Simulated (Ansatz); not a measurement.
Structures of equal composition on the (0001) surface of hcp Ti: a layer of Rh in place of the second plane; a layer of Rh in place of the third plane. The slabs share one bottom face, and each structure is named by its start. These are constructed structures in small cells; real faces may alloy, dewet or reconstruct in larger ones, and not all known structures of the face are among them. Slabs of about 12 Å with all that they carry, Fermi-Dirac smearing of 0.1 eV. Bottom of the slabs: a bare face, its two planes held. Relaxed from the named starts with such symmetry as they have, on meshes of like density; energies extrapolated to zero smearing; no spin-orbit coupling, no U. Spin-polarised runs, if any, are marked in brackets, and their order is one that fits the cell; the others ran without spin.

Computed with PBE (plane waves to 420 eV, PAW; Ansatz, a quantum-chemistry and plane-wave program).

**Question.** Put the candidates in order of energy per 1x1 cell, lowest first, for PBE.

**Answer.** a layer of Rh in place of the third plane (0.000 eV), a layer of Rh in place of the second plane (0.178 eV)
